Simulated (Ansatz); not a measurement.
CdS: transverse stress against strain

CdS (wurtzite, P6_3mc, 24.705 Å³/atom at rest, c along z) under a strain ε along c (axis z), the other axes held. PBEsol in Ansatz, a plane-wave DFT program (PAW, default set), 420 eV, 9×9×5 Γ-centred mesh, Fermi-Dirac smearing 0.05 eV; ions are relaxed within the symmetry of each cell. Stress is positive for a compressed cell.

Here s stands for strain and y for stress xx.

```csv
strain (%),stress xx (GPa)
-3.00,?
-1.20,0.56
-0.60,0.27
0.00,0.00
0.60,-0.27
1.20,-0.52
```

Question: Fit y against s with a straight line, and predict the withheld value at s = -3.00.

Answer: Means: s 0, y 0.008. About the means, the sum of products is -1.6200 and the sum of squares of s is 3.6000; the slope is their ratio. Least squares gives y = 0.008 - 0.4500·s. Residuals (row less fit): 0.012, -0.008, -0.008, -0.008, 0.012; standard error 0.013 (degrees of freedom: 3). The slope gives the elastic constant C13 = 45 ± 0.7 GPa. At the withheld row, y = 0.008 - 0.4500 × (-3.0) = 1.358 GPa. The calculation gives 1.51 GPa, 0.152 GPa above the prediction (7.5 % of the range of y in the table). The row lies outside the fitted rows, so this is an extrapolation. From the scatter of the fitted rows alone, a prediction at this place has a standard error of 0.024 GPa, so the miss is 6.3 times that.

One order more, fitted to all 11 runs of the series, follows each within 0.01, so the miss is the next term of a smooth law. Rows are the converged runs of the series near zero and its far end; series whose fitted rows scatter by over a few per cent of the range, as at a crossing or softening among them, aren't shown in this form. Most that stay on the fit to the last digits aren't either.
